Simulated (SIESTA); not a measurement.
## SIESTA run on LaCuPd (P-62m, 9 atoms in the cell): self-consistent single point

Level of theory: GGA PBEsol, numerical atomic orbitals DZP, PseudoDojo PBEsol standard norm-conserving potentials (rewritten from UPF to PSML) run with SIESTA.

This input was run:

```
# files in the folder: La.psml Cu.psml Pd.psml (PseudoDojo PBEsol standard)
SystemName  LaCuPd
SystemLabel siesta

NumberOfAtoms                9
NumberOfSpecies              3
%block ChemicalSpeciesLabel
  1 57 La
  2 29 Cu
  3 46 Pd
%endblock ChemicalSpeciesLabel
LatticeConstant              1.0 Ang
%block LatticeVectors
     7.418520000    0.000000000    0.000000000
    -3.709260000    6.424627000    0.000000000
     0.000000000    0.000000000    4.030380000
%endblock LatticeVectors
AtomicCoordinatesFormat      Ang
%block AtomicCoordinatesAndAtomicSpecies
     4.450889444    0.000000000    0.000000000  1
     1.483815278    2.570043539    0.000000000  1
    -2.225444722    3.854583461    0.000000000  1
     1.809525398    0.000000000    2.015190000  2
     2.804497301    4.857531982    2.015190000  2
    -0.904762699    1.567095018    2.015190000  2
    -0.000003709    4.283086808    2.015190000  3
     3.709263709    2.141540192    2.015190000  3
     0.000000000    0.000000000    0.000000000  3
%endblock AtomicCoordinatesAndAtomicSpecies

XC.functional                GGA
XC.authors                   PBEsol
PAO.BasisSize                DZP
PAO.EnergyShift              0.01 Ry
MeshCutoff                   400 Ry
%block kgrid.MonkhorstPack
    4   0   0  0.0
    0   4   0  0.0
    0   0   6  0.0
%endblock kgrid.MonkhorstPack
OccupationFunction           MP
OccupationMPOrder            0
ElectronicTemperature        580.23 K

MaxSCFIterations             150
SCF.Mixer.Method             Broyden
SCF.Mixer.Weight             0.25
SCF.Mixer.History            6
SCF.DM.Tolerance             1.0E-05
Diag.ParallelOverK           true
WriteForces                  true
```

The program printed (abridged):

```
reinit: Reading from file input.fdf

reinit: System Name: LaCuPd
reinit: System Label: siesta

coor:   Atomic-coordinates input format  =     Cartesian coordinates
coor:                                          (in Angstroms)

siesta: Atomic coordinates (Bohr) and species
siesta:      8.41096   0.00000   0.00000  1        1
siesta:      2.80400   4.85668   0.00000  1        2
siesta:     -4.20548   7.28411   0.00000  1        3
siesta:      3.41951   0.00000   3.80816  2        4
siesta:      5.29973   9.17941   3.80816  2        5
siesta:     -1.70975   2.96138   3.80816  2        6
siesta:     -0.00001   8.09386   3.80816  3        7
siesta:      7.00949   4.04692   3.80816  3        8
siesta:      0.00000   0.00000   0.00000  3        9

siesta: System type = bulk

initatomlists: Number of atoms, orbitals, and projectors:      9   171   204

siesta: ******************** Simulation parameters ****************************
redata: Spin configuration                          = none
redata: Time-Reversal Symmetry                      = T
redata: Number of Atomic Species                    =        3
redata: Mesh Cutoff                                 =   400.0000 Ry
redata: Net charge of the system                    =     0.0000 |e|
redata: Min. number of SCF Iter                     =        0
redata: Max. number of SCF Iter                     =      150
redata: SCF convergence failure will abort job
redata: SCF mix quantity                            = Hamiltonian
redata: Mix DM or H after convergence               =   F
redata: Recompute H after scf cycle                 =   F
redata: Mix DM in first SCF step                    =   T
redata: No kicks to SCF
redata: DM Mixing Weight for Kicks                  =     0.5000
redata: Require Harris convergence for SCF          =   F
redata: Harris energy tolerance for SCF             =     0.000100 eV
redata: Require DM convergence for SCF              =   T
   [... lines left out ...]
diag: Used triangular part                          = Lower
diag: Absolute tolerance                            =  0.100E-15
diag: Orthogonalization factor                      =  0.100E-05
diag: Memory factor                                 =  1.0000

superc: Internal auxiliary supercell:     5 x     5 x     5  =     125
superc: Number of atoms, orbitals, and projectors:   1125  21375  25500

                        Single-point calculation

superc: Internal auxiliary supercell:     5 x     5 x     5  =     125
superc: Number of atoms, orbitals, and projectors:   1125  21375  25500

outcell: Unit cell vectors (Ang):
        7.418520    0.000000    0.000000
       -3.709260    6.424627    0.000000
        0.000000    0.000000    4.030380

outcell: Cell vector modules (Ang)   :    7.418520    7.418520    4.030380
outcell: Cell angles (23,13,12) (deg):     90.0000     90.0000    120.0000
outcell: Cell volume (Ang**3)        :    192.0928
new_DM -- step:     1
Initializing Density Matrix...

Attempting to read DM from file... Failed...
DM filled with atomic data:

InitMesh: MESH = 80 x 80 x 50 = 320000
InitMesh: Mesh cutoff (required, used) =   400.000   425.354 Ry

stepf: Methfessel-Paxton step function
       Using Hermite-Gauss polynomials of order  0
        iscf     Eharris(eV)        E_KS(eV)     FreeEng(eV)     dDmax    Ef(eV) dHmax(eV)
   scf:    1   -24140.360996   -27639.787370   -27639.801059  3.355987  0.345295165.841521
   scf:    2   -25102.664781   -28332.934661   -28332.954240  4.522602 -1.421649102.477460
   scf:    3   -28400.154646   -29028.733380   -29028.737431  3.865671 -3.475616 85.726021
   scf:    4   -29231.855415   -29259.413996   -29259.418372  1.051185 -4.661500 39.035943
   scf:    5   -29303.582049   -29283.060567   -29283.063975  0.176017 -4.401429 34.179396
   scf:    6   -29329.663465   -29317.426961   -29317.429705  0.448678 -4.017266 16.420589
   [... 10 lines left out ...]
   scf:   17   -29335.707307   -29335.707308   -29335.712815  0.000114 -4.265616  0.002138
   scf:   18   -29335.707311   -29335.707309   -29335.712815  0.000062 -4.265708  0.000532
   scf:   19   -29335.707312   -29335.707311   -29335.712815  0.000035 -4.265751  0.000330
   scf:   20   -29335.707312   -29335.707311   -29335.712815  0.000022 -4.265788  0.000177
   scf:   21   -29335.707313   -29335.707312   -29335.712815  0.000008 -4.265800  0.000117
SCF Convergence by DM+H criterion
max |DM_out - DM_in|         :     0.0000084364
max |H_out - H_in|      (eV) :     0.0001166200
SCF cycle converged after 21 iterations

Using DM_out to compute the final energy and forces

siesta: E_KS(eV) =           -29335.7073

siesta: E_KS - E_eggbox =    -29335.7073

siesta: Atomic forces (eV/Ang):
     1   -0.013851    0.000011    0.000000
     2    0.006937    0.012016    0.000000
     3    0.006935   -0.011990    0.000000
     4   -0.401941    0.000007   -0.000000
     5    0.200952    0.348056   -0.000000
     6    0.200979   -0.348088   -0.000000
     7    0.000026   -0.000002   -0.000000
     8   -0.000015    0.000021   -0.000000
     9   -0.000017   -0.000030   -0.000000
   Tot    0.000003    0.000000    0.000000
   Max    0.401941
   Res    0.134056    sqrt( Sum f_i^2 / 3N )
   Max    0.401941    constrained

Stress tensor Voigt[x,y,z,yz,xz,xy] (kbar):       55.36       55.48       43.50       -0.00        0.00        0.10
(Free)E + p*V (eV/cell)   -29341.8811
Target enthalpy (eV/cell)   -29335.7128

siesta: Program's energy decomposition (eV):
siesta: Ebs     =     -4644.441155
siesta: Eions   =     37995.720985
siesta: Ena     =      3553.988665
siesta: Ekin    =     11441.930910
siesta: Enl     =     -2302.735777
siesta: Eso     =         0.000000
siesta: Edftu   =         0.000000
siesta: DEna    =       190.362160
siesta: DUscf   =         9.304812
siesta: DUext   =         0.000000
siesta: Ex      =     -3961.547766
siesta: Ec      =      -271.289331
siesta: Exc     =     -4232.837097
siesta: Eharris =    -29335.707313
siesta: Etot    =    -29335.707312
siesta: FreeEng =    -29335.712815

siesta: Atomic forces (eV/Ang):
siesta:      1   -0.013851    0.000011    0.000000
siesta:      2    0.006937    0.012016    0.000000
siesta:      3    0.006935   -0.011990    0.000000
siesta:      4   -0.401941    0.000007   -0.000000
siesta:      5    0.200952    0.348056   -0.000000
siesta:      6    0.200979   -0.348088   -0.000000
siesta:      7    0.000026   -0.000002   -0.000000
siesta:      8   -0.000015    0.000021   -0.000000
siesta:      9   -0.000017   -0.000030   -0.000000
siesta: ----------------------------------------
siesta:    Tot    0.000003    0.000000    0.000000

siesta: Stress tensor (static) (eV/Ang**3):
siesta:     0.034553    0.000065   -0.000000
siesta:     0.000065    0.034628   -0.000000
siesta:     0.000000   -0.000000    0.027152

siesta: Cell volume =        192.092844 Ang**3

siesta: Pressure (static):
siesta:                Solid            Molecule  Units
siesta:          -0.00034974         -0.00036329  Ry/Bohr**3
siesta:          -0.03211119         -0.03335618  eV/Ang**3
siesta:         -51.44779475        -53.44249365  kBar
```

The run converged in 21 iterations.

The starting cell comes from a database of computed structures (which also holds hypothetical and non-ambient phases and stackings), without a prior relaxation at this level. Spin polarisation is off. Values carry the incompleteness of an atom-centred basis. With a pressure of about -5 GPa the cell is away from its equilibrium volume at this level.

Cost on one core of a shared machine: roughly 2 min.
